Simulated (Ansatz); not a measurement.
Functionals compared on a constructed model of the (0001) surface of hcp Mg, a pseudomorphic layer of Cu in the host's stacking (bottom of the slab: a bare face, its two planes held), in Ansatz (plane waves, PAW). The structure was relaxed with PBE; the other rows are single points on it. Cutoff 420 eV (500 eV for r2SCAN).

Slab: 7 atoms, 15.1 Å thick at the start; k 13x13x1, smearing 0.1 eV, dipole-corrected; 2 atoms held, the rest relaxed; held to the start's symmetry, so lower structures may exist; no spin, no spin-orbit, no U. It is one candidate, not shown to be the stable structure of the face. These notes are the PBE run's.

```json
[
 {"functional": "PBE", "work function of the top face (eV)": "4.20", "rough cost of the single point": "–"},
 {"functional": "RPBE", "work function of the top face (eV)": "?", "rough cost of the single point": "about 8 core-seconds (a rough figure)"},
 {"functional": "r2SCAN", "work function of the top face (eV)": "4.15", "rough cost of the single point": "roughly 18 core-seconds"}
]
```

Q: What belongs in the gaps?

A: 
- RPBE, work function of the top face (eV): 4.02

Ansatz is a quantum-chemistry and plane-wave program.
